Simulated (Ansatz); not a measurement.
Relaxation of the outer planes of the (211) surface of bcc Ta in its 1x1 cell, outermost plane spacing 1.35 Å in the ideal cut.

Computed with PBE (plane waves to 420 eV, PAW; Ansatz, an electronic-structure program).

Set-up: 9 atoms, 10.8 Å thick at the start; mesh 13x8x1; 0.1 eV smearing; dipole correction on; all atoms relaxed; symmetry of the start imposed; no spin, no spin-orbit, no U.

```tsv
plane	atoms	bulk spacing to the next (Å)	relaxed spacing (Å)	change (%)	rumpling (Å)
1	Ta	1.355	1.148	-15.3	0.00
2	Ta	1.355	1.385	2.2	0.00
```
